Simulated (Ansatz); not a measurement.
The parent structure is SnO$_{2}$ in the rutile structure (space group P4_2/mnm, No. 136; a = 4.760 Å, c = 3.201 Å).

Levels (all Ansatz, an electronic-structure program, PAW): r2SCAN (500 eV, no spin-orbit coupling); HSE06 (420 eV, no spin-orbit coupling).

The geometry is relaxed with r2SCAN.

- r2SCAN band gap: 1.77 eV

Question: What does HSE06 give at this geometry for the band gap?

Answer: The band gap goes up by 1.07 eV (1.77 eV → 2.84 eV).

Single points use the geometry relaxed with r2SCAN. No phonon test of stability was made.
